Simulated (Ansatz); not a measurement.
A dielectric-response calculation of K3VSe4 (I-42m, 8 atoms in the cell) with Ansatz (a quantum-chemistry and plane-wave program).

Computed with LDA (PW92), default PAW files made with PBE (plane waves; Ansatz).

```yaml
crystal:
  lattice:
    - [-3.52137, 3.52137, 6.52099]
    - [3.52137, -3.52137, 6.52099]
    - [3.52137, 3.52137, -6.52099]
  atoms:
    - { symbol: K, position: [0.50000, 0.50000, 0.00000] }
    - { symbol: K, position: [0.75000, 0.25000, 0.50000] }
    - { symbol: K, position: [0.25000, 0.75000, 0.50000] }
    - { symbol: V, position: [0.00000, 0.00000, 0.00000] }
    - { symbol: Se, position: [0.28921, 0.90979, 0.00000] }
    - { symbol: Se, position: [0.09021, 0.09021, 0.37942] }
    - { symbol: Se, position: [0.90979, 0.28921, 0.00000] }
    - { symbol: Se, position: [0.71079, 0.71079, 0.62058] }
```

Reference input (self-consistent single point, DFT, LDA (PW92), plane waves, default PAW files made with PBE): basis.ecutwfc = 420 eV; kpoints.mp_grid.grid = 3 3 3; hamiltonian.xc = lda; hamiltonian.pseudopotentials = {kind: paw} (the program's default PAW files); scf.occupations.method = fermi_dirac; scf.occupations.width = 0.05 eV. This run's input differs from it in these lines:

Ansatz 0.2 input:
```diff
@@ -19,3 +19,3 @@
   mp_grid:
-    grid: [3, 3, 3]
+    grid: [4, 4, 4]
 hamiltonian:
@@ -26,8 +26,5 @@
   occupations:
-    method: fermi_dirac
-    width: 0.05
-output:
-  forces: true
-  eigenvalues: true
-  stress: true
+    method: fixed
+dielectric:
+  field_mesh: kpoints
```

Output (repeated stretches shortened):

```
SCF iter   1: F=—  HF=-28889.177120 eV  |F-HF|=—  |Δ(HF+E_count)|=         —  Δρ=5.15e-3  dr2=1.48e-1  ethr=1.77e-3  ⟨swp⟩=4.7  Hψ=6749  notcnv=0  defer=323
all-band conjugate gradients solve this SCF's bands
preconditioner: auto → Resta (q_TF=auto, 2.258 Å⁻¹)
SCF iter   2: F=—  HF=-28889.227135 eV  |F-HF|=—  |Δ(HF+E_count)|=   5.00e-2  Δρ=1.29e-2  dr2=8.88e-1  ethr=1.43e-4  ⟨swp⟩=3.0  Hψ=3922  notcnv=0  defer=324
   [... lines left out ...]
SCF iter   8: F=—  HF=-28889.160424 eV  |F-HF|=—  |Δ(HF+E_count)|=   2.23e-7  Δρ=2.98e-6  dr2=3.89e-8  ethr=8.26e-10  ⟨swp⟩=2.0  Hψ=3893  notcnv=0  defer=211
SCF iter   9: F=—  HF=-28889.160424 eV  |F-HF|=—  |Δ(HF+E_count)|=   5.73e-8  Δρ=1.10e-6  dr2=6.11e-9  ethr=3.74e-11  ⟨swp⟩=2.0  Hψ=2488  notcnv=0  defer=211
SCF iter  10: F=—  HF=-28889.160424 eV  |F-HF|=—  |Δ(HF+E_count)|=   3.06e-9  Δρ=2.03e-7  dr2=2.37e-10  ethr=5.88e-12  ⟨swp⟩=2.0  Hψ=2444  notcnv=0  defer=211
SCF iter  11: F=-28889.160424 eV  HF=-28889.160424 eV  |F-HF|=3.64e-11  |Δ(HF+E_count)|=  2.47e-10  Δρ=1.01e-7  dr2=6.45e-11  ethr=1.00e-12  ⟨swp⟩=10.6  Hψ=8390  notcnv=0
SCF 1 converged in 11 iterations: F = -28889.160424 eV  dr2 = 6.45e-11
DFPT response loops at Γ: preconditioner auto → none (the input reference at scf.mixing.eps_inf says where Resta's filter doesn't serve); β = 0.50 …
Free energy (F): -28889.160424 eV
Internal energy: -28889.160424 eV  (E = F + TS)
E sigma→0 (E₀):  -28889.160424 eV
Fermi energy:    2.118040 eV
--- Dielectric response (ions clamped): 2 representative field directions + reference, on 36 of 64 k-points (Σ response iterations 22) ---
  k mesh reduced under 1 symmetry operation, with k and −k counted as one. Each operation leaves every solved perturbation unchanged …
  ε∞ (high-frequency dielectric tensor):
        3.621180     0.000000    -0.000000
   [... lines left out ...]
         0.87478   -1.47088    0.88156
        -0.85454    0.85454   -1.42178
    site 7:
        -1.47088   -0.87478   -0.88156
        -0.87478   -1.47088   -0.88156
        -0.85454   -0.85454   -1.42178
  Z* charge neutrality: 3.730e-5 e pre-enforcement
  k-mesh period / interband length: 28.2 Å / 1.55 Å = 18.15 at k = (-0.5000, -0.5000, -0.5000), direct gap 1.344 eV — 14 or more, which is no proof of convergence
```

The run converged in 11 iterations. 

Summary of the result:
- Free energy E − TS (on the zero of these files): -28889.1604 eV
- Top of the valence band (on the code's own zero): 2.12 eV
- Gap on the k-point mesh: 1.32 eV
- ε∞ at this k-point mesh, which may be far from converged in small-gap cells (xx, yy, zz): 3.62, 3.62, 3.53
- Born charges at this mesh (mean of the diagonal, e): K 1.30, K 1.18, K 1.18, V 2.15, Se -1.45, Se -1.45, Se -1.45, Se -1.45

The starting cell comes from a database of computed structures (which also holds hypothetical and non-ambient phases and stackings), without a prior relaxation at this level. Its lattice was rescaled by up to half a per cent.

Cost on one core of a shared machine: roughly 20 min.
